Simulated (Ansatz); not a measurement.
The starting structures come from a database of crystals and need not be the phases stable at ambient conditions.

 Where the default PAW files enter, the runs use the earlier of Ansatz's two default sets.

Evanescent states of CsAu (Pm-3m, CsCl type, not sure to be the ambient phase, 2 atoms a cell, 39.3 Å³ an atom) along the normal of (111)

All values below come from r2SCAN (plane waves, PAW; Ansatz, a first-principles code).

The gap is the functional's own. No spin-orbit coupling. Mid-gap values are interpolated on the energy grid.

Energies count from the valence-band top; κ is the least over a 6×6 mesh across the current.

| E (eV) | κ (1/Å) | where |
|---|---|---|
| 0.04 | 0.046 | Γ |
| 0.12 | 0.077 | Γ |
| 0.20 | 0.096 | Γ |
| 0.28 | 0.109 | Γ |
| 0.36 | 0.119 | Γ |
| 0.44 | 0.126 | Γ |
| 0.52 | 0.131 | Γ |
| 0.60 | 0.135 | Γ |
| 0.68 | 0.138 | Γ |
| 0.76 | 0.139 | Γ |
| 0.84 | 0.139 | Γ |
| 0.92 | 0.139 | Γ |
| 1.00 | 0.137 | Γ |
| 1.08 | 0.125 | off Γ |
| 1.16 | 0.105 | off Γ |
| 1.24 | 0.078 | off Γ |
| 1.32 | 0.028 | off Γ |

Problem. How thick must the barrier be to attenuate the transmission by 10^6 when the electrodes' Fermi level lies at 0.44 eV, and what attenuation does that film give at 0.28 eV?

Solution. d = 6 ln 10 / (2 × 0.126) = 54.8 Å. At 0.28 eV it gives 6 × 0.109/0.126 = 5.2 decades.
